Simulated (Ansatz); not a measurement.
Spacing of the highest filled and lowest empty level at the zone centre in eight small model glasses of hand-chosen composition and density, fast-quenched (anions pushed apart in CHGNet runs), each at its PBE geometry, by PBE and by r2SCAN (Ansatz, a quantum-chemistry and plane-wave program, plane waves, PAW). The cells are the first eight to finish that balance their formal charges, show no moments and no lower geometry on charging where those were tested, and have a gap at both levels; defect levels can set the spacings.

| cell | quench by | pressure (GPa) | levels at the gap | PBE (eV) | experiment, tabulated (eV) |
|---|---|---|---|---|---|
| Si10Pb12O32 | CHGNet | 0.0 | spread | 3.21 | - |
| La6Ti14O37 | CHGNet | 0.0 | localised at the empty edge | 2.96 | - |
| Si20Ti4O48 | CHGNet | 0.0 | localised at both edges | 3.95 | - |
| Si24O49Mg | CHGNet | 0.6 | localised at the filled edge | 4.54 | - |
| Hf18O33N2 | CHGNet | -1.1 | localised at the filled edge | 3.37 | - |
| Hf10Al10O35 | CHGNet | 0.0 | localised at the filled edge | 3.82 | - |
| In12Ga6Zn6O33 | CHGNet | -1.5 | spread | 0.82 | - |
| Si21Ge3O48 | CHGNet | 0.0 | spread | 4.41 | - |

Q: What does r2SCAN give, and how does it move these values against PBE?

A: Si10Pb12O32 3.57, La6Ti14O37 3.33, Si20Ti4O48 4.35, Si24O49Mg 5.17, Hf18O33N2 3.77, Hf10Al10O35 4.38, In12Ga6Zn6O33 1.25, Si21Ge3O48 5.10 eV. It raises them by +0.37 to +0.69 eV, +0.48 eV on average. A straight line through the eight gives r2SCAN = 1.06 × PBE +0.27 eV, with a scatter of 0.10 eV.
